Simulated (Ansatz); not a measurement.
## Lattice constant a of InP (model structure, started from the NiAs type, P6₃/mmc, No. 194, 4 atoms in the cell) at several levels of theory

No measured value is used here.

```
level (code)         value (Å)
-------------------  ---------
PBE (Ansatz)                 ?
PBEsol (Ansatz)          3.820
PBE-D3(BJ) (Ansatz)      3.826
```

**Question.** What belongs in the gaps?

**Answer.** 
- PBE (Ansatz, a program for electronic structure), value (Å): 3.882

Ansatz's density-functional and Hartree–Fock values are scalar-relativistic unless marked +SOC, with PAW data made under PBE.

A model structure was made by putting elements into a prototype or built by hand; it is no filed structure, need not be a known phase, and can be a saddle point held by its symmetry.
